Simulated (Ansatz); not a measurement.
**Competing hops of N vacancy in wurtzite GaN, charge state +3**

Defect: N vacancy in wurtzite GaN, charge state +3. Calculation: PBE, PAW (plane waves to 420 eV; Ansatz, a program for electronic structure).

Cell of 72 host sites held at the relaxed PBE lattice; a 2×2×2 k-point mesh shifted by half a step along c; Fermi-Dirac width 0.01 eV, spin-restricted; finite-size errors left in. Static, classical nuclei. The charge state is imposed; whether it is stable for some Fermi level was not computed. Forms of the defect that were not tried may lie lower.

Barriers: single points on a 3×3×3 k-point mesh shifted by half a step along c at the bands' geometries.

| Route | Start site over the lowest site run (eV) | Hop (Å) | Forward barrier (eV) | Backward barrier (eV) | Neighbours at the start | Neighbours at the saddle | Saddle order | Forward, on the band's own sampling (eV) |
|---|---|---|---|---|---|---|---|---|
| a nearby N atom hops onto the vacant site | 0.00 | 3.21 | 2.49 | 2.49 | Ga at 1.89, Ga at 1.98, 2 Ga at 1.99 Å | Ga at 1.86, 2 Ga at 2.24 Å | not checked, on a symmetry element | 2.49 |
| a nearby N atom hops onto the vacant site | 0.00 | 3.25 | 2.61 | 2.61 | Ga at 1.89, 2 Ga at 1.97, Ga at 2.03 Å | Ga at 1.81, Ga at 1.91, Ga at 2.30 Å | not checked | 2.62 |

Paths come from nudged elastic bands with a climbing image. Of the routes that converged and passed our checks, the lowest saddle point lies 2.49 eV above the lowest of the sites run (a nearby N atom hops onto the vacant site); other sites, such as split forms, and other routes may lie lower. A band can be held on a symmetry element, so unchecked saddle points there may be too high.
